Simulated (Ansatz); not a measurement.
PbI2 (P-3m1), PBEsol+D3BJ with spin-orbit coupling, rigid bands (Ansatz, an electronic-structure program): N_c = 4.61e18 cm⁻³ at 300 K and an electron conductivity mass of 0.189 mₑ along y (a = (4.44, 0.00, 0.00) Å; b = (-2.22, 3.84, 0.00) Å; c = (0.00, 0.00, 6.74) Å).

Task: For 1e17 electrons per cm³ at 300 K, place the Fermi level, estimate the Seebeck coefficient of a parabolic band with constant τ, and give mobility and conductivity for τ = 5 fs.

Result: The level lies k_BT ln(N_c/n) = 0.099 eV below the conduction-band minimum. S ≈ −(k_B/e)[ln(N_c/n) + 5/2] = -546 μV/K, against -541 μV/K from the full bands (mean over directions). μ = eτ/m = 46.5 cm²/(V·s) and σ = neμ = 0.745 S/cm. τ is assumed, not computed.

Band transport and this doping are assumed; polarons and phonon drag are left out. Geometry: cell and atoms relaxed with PBEsol+D3(BJ).

PBEsol with a dispersion correction tends to overbind, so the cell can be several per cent short, in bad cases over ten, which usually narrows a gap: PbI2 (P-3m1).
